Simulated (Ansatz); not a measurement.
Results of BLYP (plane waves, PAW; Ansatz, a quantum-chemistry and plane-wave program) for SiO2 (P4₁2₁2, No. 92).

Run with plane-wave cutoff 520 eV, 8×8×6 k mesh (along the axes of the cell as run), Fermi–Dirac smearing 0.01 eV, scalar-relativistic PAW data made under PBE.

Cell (relaxed at this level):

O2Si is modelled in the tetragonal space group P4₁2₁2 (No. 92), Pearson symbol tP12. Conventional cell: a = 5.159 Å, b = 5.159 Å, c = 7.240 Å, α = 90.00°, β = 90.00°, γ = 90.00°. Si on 4a sees 4 O at 1.626 Å (tetrahedral). O on 8b sees 2 Si at 1.626 Å (bent). (Neighbours: up to the widest gap in distance over summed covalent radii, below 1.35, at either atom.)

### Question
Estimate the bulk modulus B0 and band gap that the calculation returns.

### Answer

- bulk modulus B0: 16.8 GPa
- band gap: 5.45 eV (direct)

Note: the cell is over a tenth larger than the published one: the level's own overestimate first of all, though another phase or state, or a fault of the published cell, is possible; the bulk modulus comes from volumes at which shape and atoms were relaxed.

The computed numbers hold no vibrational or temperature effects.
